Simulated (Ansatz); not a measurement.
# Effect of isotropic strain +0.50 % on Rb

Start from Rb in the bcc (W type) structure (space group Im-3m, No. 229; a = 5.6752 Å; relaxed with 0.1 eV smearing).

It is then changed as follows: an isotropic linear strain of +0.50 %, atoms relaxed at fixed cell.

The values are results of PBE (Ansatz, an electronic-structure program, PAW, no spin-orbit coupling), not measurements. Γ-centred 16×16×16 mesh, Fermi–Dirac width 0.1 eV.

```csv
quantity,base,changed,shift
volume per atom,91.39 Å³,92.77 Å³,+1.38 Å³
space group,Im-3m (No. 229),Im-3m (No. 229),–
energy relative to the base (free energy F),0 meV/atom,+0.2 meV/atom,+0.2 meV/atom
pressure,0.0 GPa,0.0 GPa,0.0 GPa
band gap,zero,zero,–
```

Whether these cells are dynamically stable was not tested. The final runs are not spin-polarised.
